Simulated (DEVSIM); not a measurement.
System: abrupt Si n-p junction, at 300 K.

```csv
layer (left to right),material,thickness (μm),Nd (cm⁻³),Na (cm⁻³),τn (s),τp (s)
1,Si,4.30,5.8e18,-,7.3e-6,7.3e-6
2,Si,0.630,-,3.5e16,7.3e-6,7.3e-6
```

Left contact: ohmic. Right contact: ohmic. Voltage is applied to the left contact. Recombination: SRH at mid-gap, Auger. Mobility is μmin + (μ − μmin)/(1 + (N/Nref)^α).

This is a model device: material constants are rounded textbook-type values typed into the input, and sizes, dopings and lifetimes were drawn at random. Values at 300 K; Nc and Nv go as T^1.5, mobilities as T to minus their exponent, the gap by Varshni's rule with the affinity fixed.

```tsv
parameter	Si
gap (eV)	1.124
affinity (eV)	4.05
permittivity	11.7
Nc (cm⁻³)	2.86e19
Nv (cm⁻³)	3.1e19
μn (cm²/Vs)	1417
μp (cm²/Vs)	470
μn,min	52
μp,min	45
Nref,n	9.7e16
Nref,p	2.2e17
αn	0.68
αp	0.72
T exponent of μn	2.3
T exponent of μp	2.2
Cn (cm⁶/s)	2.8e-31
Cp (cm⁶/s)	9.9e-32
Varshni α (eV/K)	0.000473
Varshni β (K)	636
```

Simulated with DEVSIM: 1D drift-diffusion, Boltzmann statistics, complete ionisation; no tunnelling, impact ionisation, image-force lowering or self-heating.

The temperature was swept, all else fixed.

| temperature (K) | largest field in the device at zero bias (V/cm) | potential step across the device at zero bias (V) | dark forward voltage at 100 A/cm² (V) | dark forward voltage at 1 A/cm² (V) |
|---|---|---|---|---|
| 250 | 150000 | 0.967 | 0.784 | 0.683 |
| 300 | 150000 | 0.907 | 0.693 | 0.572 |
| 350 | 160000 | 0.844 | 0.600 | 0.458 |
| 400 | 170000 | 0.778 | 0.505 | 0.342 |
| 450 | 170000 | 0.709 | 0.408 | 0.224 |
| 500 | 180000 | 0.638 | 0.309 | 0.108 |

From the first row to the last the largest field in the device at zero bias goes from 150000 to 180000. From the first row to the last the potential step across the device at zero bias goes from 0.967 to 0.638.
